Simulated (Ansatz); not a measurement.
## What Si → Ti does to SiSe2

Consider SiSe₂ (space group Ibam, No. 72; a = 6.299 Å, b = 9.307 Å, c = 5.856 Å; made of chains).

Now apply this change: full substitution Si → Ti, then cell and atoms are relaxed.

Computed with plane-wave PAW DFT at the PBEsol level (Ansatz, a quantum-chemistry and plane-wave program, 420 eV), no SOC, earlier PAW set. Γ-centred 8×8×8 mesh, Fermi–Dirac width 0.05 eV.

The density increases by 0.145 g/cm³, from 3.60 g/cm³ to 3.74 g/cm³ and the space group stays Ibam (No. 72). The shortest interatomic distance increases by 0.102 Å, from 2.289 Å to 2.391 Å and the band gap decreases by 1.02 eV, from 1.66 eV to 0.64 eV. The gap character goes from indirect, F₀ → X to indirect, Σ₀–Γ (33 % along) → X and the width of the top valence band goes up by 0.54 eV to 1.31 eV. The electron mass goes from 0.62 mₑ along a, 0.44 mₑ along b, 1.3 mₑ along c (at X) to 1.8 mₑ along a, 0.79 mₑ along b, 1.4 mₑ along c (at X).

Final structure:

```xyz
6
Lattice="-2.8162 5.1542 3.1438 2.8162 -5.1542 3.1438 2.8162 5.1542 -3.1438" Properties=species:S:1:pos:R:3 pbc="T T T"
Se     1.5355     3.8868     3.1438
Se     1.2806    -1.2674     3.1438
Se     1.5355     6.4216     0.0000
Se     1.2806     1.2674     0.0000
Ti     0.0000     0.0000     4.7156
Ti     0.0000     0.0000     1.5719
```

Cost of the whole job for the changed cell (relaxation, final SCF and bands): about 7 core-minutes (a rough figure).

Masses are band curvatures over ±0.01 Å⁻¹ around the edge. Whether these cells are dynamically stable was not tested. As relaxed here, TiSe2 is a hypothetical phase, not in the database extracts checked. The final runs are not spin-polarised. No dispersion term is included in the PBEsol runs.
